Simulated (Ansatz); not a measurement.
The starting structures come from a database of crystals and need not be the phases stable at ambient conditions.

Given:

```
Be3N2
1.0
    2.84168     0.00000     0.00000
   -1.42084     2.46097     0.00000
    0.00000     0.00000     9.74684
Be N
6 4
Direct
  0.33333   0.66667   0.07849
  0.66667   0.33333   0.92151
  0.66667   0.33333   0.57849
  0.33333   0.66667   0.42151
  0.00000   0.00000   0.25000
  0.00000   0.00000   0.75000
  0.00000   0.00000   0.00000
  0.00000   0.00000   0.50000
  0.33333   0.66667   0.25000
  0.66667   0.33333   0.75000
```

The cell is taken as given; by r2SCAN it stands under a pressure of -1.2 GPa.

Transport runs along the normal of the first two printed cell vectors, the (001) plane of the conventional cell.

The gap is the functional's own. No spin-orbit coupling. Mid-gap values are those at the computed energy nearest the middle.

Give the band gap and the smallest decay constant κ at mid-gap that Ansatz (a first-principles code) with r2SCAN yields.

Gap 4.00 eV on a 12×12×4 mesh; κ = 0.285 1/Å, at (0.500, 0.000) of the in-plane reciprocal vectors. At the zone centre the slowest state has κ = 0.32 1/Å.
